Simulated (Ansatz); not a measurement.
A (8,4) carbon nanotube, relaxed period 11.304 Å, atoms relaxed at each strain.

```json
[
 {"strain": "-0.015", "energy (meV a period)": "+716.4", "axial force (nN)": "-13.69"},
 {"strain": "+0.015", "energy (meV a period)": "+680.2", "axial force (nN)": "+12.68"}
]
```

The numbers are results of PBE (plane waves to 420 eV, PAW; Ansatz, a quantum-chemistry and plane-wave program), not measurements. Mesh 1×1×6. No spin polarisation. It repeats along c; a and b span vacuum. An idealised model, rolled from the flat sheet. Only distortions within the start's symmetry and period were free. Buckling under compression is shut out by symmetry and the short period. Energies are free energies at a Fermi–Dirac width of 0.05 eV, from the unstrained cell.

Mean diameter 8.37 Å.

**Question.** Work out the axial stiffness dF/dε in two ways, and what it means for a modulus.

**Answer.** From the forces: (+12.68 − (-13.69))/0.030 = 879 nN. From the energies: (E₊ + E₋)/(ε² c) = 1.3966 eV/(0.015² × 11.304 Å) = 549.1 eV/Å = 880 nN. The two agree to within 1 %. Spread over the circumference π × 8.37 Å, the force value is a sheet stiffness of 334 N/m.
